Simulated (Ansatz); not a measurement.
We look at the energy of one form of Si over another. The value is E(A) − E(B), in meV per atom.

A: Si (Fd-3m), 34 atoms in the cell, k-point mesh 4×4×4 on the run's own vectors.
```
Si
1.0
    0.00000     7.36954     7.36954
    7.36954     0.00000     7.36954
    7.36954     7.36954     0.00000
Si
34
Direct
  0.50000   0.50000   0.50000
  0.75000   0.75000   0.75000
  0.40796   0.40796   0.77613
  0.84204   0.84204   0.47387
  0.40796   0.40796   0.40796
  0.84204   0.47387   0.84204
  0.77613   0.40796   0.40796
  0.84204   0.84204   0.84204
  0.40796   0.77613   0.40796
  0.47387   0.84204   0.84204
  0.63062   0.86038   0.25450
  0.25450   0.63062   0.25450
  0.86038   0.25450   0.25450
  0.38962   0.61938   0.99550
  0.61938   0.99550   0.99550
  0.99550   0.38962   0.99550
  0.25450   0.25450   0.86038
  0.86038   0.25450   0.63062
  0.63062   0.25450   0.25450
  0.61938   0.38962   0.99550
  0.99550   0.61938   0.38962
  0.38962   0.99550   0.61938
  0.86038   0.63062   0.25450
  0.63062   0.25450   0.86038
  0.25450   0.86038   0.63062
  0.99550   0.99550   0.38962
  0.99550   0.38962   0.61938
  0.99550   0.61938   0.99550
  0.25450   0.25450   0.63062
  0.25450   0.86038   0.25450
  0.25450   0.63062   0.86038
  0.99550   0.99550   0.61938
  0.38962   0.99550   0.99550
  0.61938   0.99550   0.38962
```

B: Si (diamond, Fd-3m), 2 atoms in the cell, k-point mesh 10×10×10 on the run's own vectors.
```yaml
crystal:
  lattice:
    - [0.00000, 2.73499, 2.73499]
    - [2.73499, 0.00000, 2.73499]
    - [2.73499, 2.73499, 0.00000]
  atoms:
    - { symbol: Si, position: [0.75000, 0.75000, 0.75000] }
    - { symbol: Si, position: [0.50000, 0.50000, 0.50000] }
```

Plane-wave PAW calculations with Ansatz (a first-principles code), its default PAW set, cutoff 420 eV, 500 eV for r2SCAN. The structures are at rest with PBE; other levels are single points on them. HSE06 runs on coarser k-point meshes, mended by the PBE difference between the two meshes. Neutral cells; Fermi-Dirac smearing of at most 0.05 eV in the solids, energies taken to zero width. The lattices are those relaxed with PBE, so at other levels the solids can be strained, which adds to the spread. Larger cells are relaxed from a start prepared with the learned potential CHGNet, on a coarser mesh till forces fall under 0.03 eV/Å, which some starts already meet. A dispersion term (D3(BJ), or D4 for r2SCAN) was computed beside these levels and is taken off wherever the name lacks it. Nuclei at rest; no vibrational terms. No structure search was made; lower ones may exist. No phonons were computed, so the higher form may be unstable once its symmetry is let go.

Give the value at the level PBE.

52 meV/atom for A less B, so Si (diamond, Fd-3m) (B) lies lower.

How does the value move with the functional?


```
Level   value (meV/atom)  less PBE
------  ----------------  --------
r2SCAN                81        29
HSE06                 65        13
```

The levels span 29 meV/atom, from PBE (52) to r2SCAN (81).
